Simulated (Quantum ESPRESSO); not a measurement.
**A series of runs on Mg₃Ir (P6_3/mmc, 8 atoms in the cell)**

```
CELL_PARAMETERS angstrom
      4.63634     0.00000     0.00000
     -2.31817     4.01519     0.00000
      0.00000     0.00000     8.38700
ATOMIC_POSITIONS crystal
  Mg 0.33333 0.66667 0.58300
  Mg 0.66667 0.33333 0.08300
  Mg 0.33333 0.66667 0.91700
  Mg 0.66667 0.33333 0.41700
  Mg 0.00000 0.00000 0.25000
  Mg 0.00000 0.00000 0.75000
  Ir 0.33333 0.66667 0.25000
  Ir 0.66667 0.33333 0.75000
```

Base run A: PBEsol, SSSP 1.1.2 efficiency (PBE) pseudopotentials run with Quantum ESPRESSO 7.5, self-consistent single point.

Its settings: ecutwfc = 40 Ry; ecutrho = 320 Ry; occupations = smearing; smearing = gaussian; degauss = 0.0147 Ry; input_dft = pbesol; potentials = {Mg: Mg.pbe-n-kjpaw_psl.0.3.0.UPF, Ir: Ir_pbe_v1.2.uspp.F.UPF}; K_POINTS = automatic 6 6 3 0 0 0; conv_thr = 1e-10 Ry.

The starting cell comes from a database of published, mostly measured structures (it also holds non-ambient and calculated ones), without a prior relaxation at this level. Its lattice was rescaled by a random factor within 2.5 % of one. Spin polarisation is off. In the base run, with a pressure of about -5 GPa the cell is away from its equilibrium volume at this level.

ΔF is the free energy per atom less that of run A. 

Run A gave: pressure (GPa) -4.65; largest force (eV/Å) 0.356; TS (meV/atom) 6.9; k-points 14.

Runs:
- B: degauss, K_POINTS = 0.002205 Ry, automatic 4 4 2 0 0 0
- C: degauss, K_POINTS = 0.0073499 Ry, automatic 4 4 2 0 0 0
- D: degauss, K_POINTS = 0.02205 Ry, automatic 4 4 2 0 0 0
- E: degauss, K_POINTS = 0.002205 Ry, automatic 5 5 3 0 0 0
- F: degauss, K_POINTS = 0.0073499 Ry, automatic 5 5 3 0 0 0
- G: degauss, K_POINTS = 0.02205 Ry, automatic 5 5 3 0 0 0
- H: degauss, K_POINTS = 0.002205 Ry, automatic 6 6 3 0 0 0
- I: degauss, K_POINTS = 0.0073499 Ry, automatic 6 6 3 0 0 0
- J: degauss, K_POINTS = 0.02205 Ry, automatic 6 6 3 0 0 0
- K: degauss, K_POINTS = 0.002205 Ry, automatic 7 7 3 0 0 0
- L: degauss, K_POINTS = 0.0073499 Ry, automatic 7 7 3 0 0 0
- M: degauss, K_POINTS = 0.02205 Ry, automatic 7 7 3 0 0 0

### Question
What does run F change against A?

### Answer
The free energy rises by 8.6 meV/atom, the pressure stays near -4.73 GPa while the zz stress (positive for compression) goes from -4.50 to -3.85 GPa and the largest force goes from 0.356 to 0.430 eV/Å.

```tsv
run	ΔF (meV/atom)	pressure (GPa)	largest force (eV/Å)	TS (meV/atom)	k-points
A	0.00	-4.65	0.356	6.9	14
B	9.1	-4.76	0.474	0.4	8
C	8.2	-4.75	0.473	1.4	8
D	2.7	-4.68	0.461	15.3	8
E	9.9	-4.75	0.444	0.4	10
F	8.6	-4.73	0.430	2.8	10
G	-1.09	-4.65	0.404	20.6	10
H	3.8	-4.65	0.320	0.2	14
I	2.8	-4.65	0.339	2.1	14
J	-4.3	-4.63	0.363	15.8	14
K	13.2	-4.61	0.369	0.7	16
L	10.8	-4.61	0.378	4.1	16
M	0.29	-4.58	0.382	20.4	16
```
